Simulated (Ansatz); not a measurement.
We consider CsCl-type CeAg, described by r²SCAN (Ansatz, a first-principles code, PAW).

Settings: plane-wave cutoff 560 eV, 14×14×14 k mesh, Fermi–Dirac smearing 0.05 eV, spin-polarised with parallel moments, scalar-relativistic PAW data made under PBE.

Cell (relaxed at this level):

```yaml
crystal:
  lattice:
    - [3.77191, 0.00000, 0.00000]
    - [0.00000, 3.77191, 0.00000]
    - [0.00000, 0.00000, 3.77191]
  atoms:
    - { symbol: Ag, position: [0.00000, 0.00000, 0.00000] }
    - { symbol: Ce, position: [0.50000, 0.50000, 0.50000], spin: 1.0 }
```

Q: What does this level give for the bulk modulus?

A: 
- bulk modulus = 56.0 GPa

Note: the magnetic order was assumed, not searched for or taken from measurement; the bulk modulus is −V dP/dV from two relaxed cells at ±2 % in volume; the 4f shell is treated without U or exact exchange, so its levels and filling can be wrong.

Spins in the cell block are starting values.

Spin–orbit coupling is not included.

Computed values are for the static lattice.
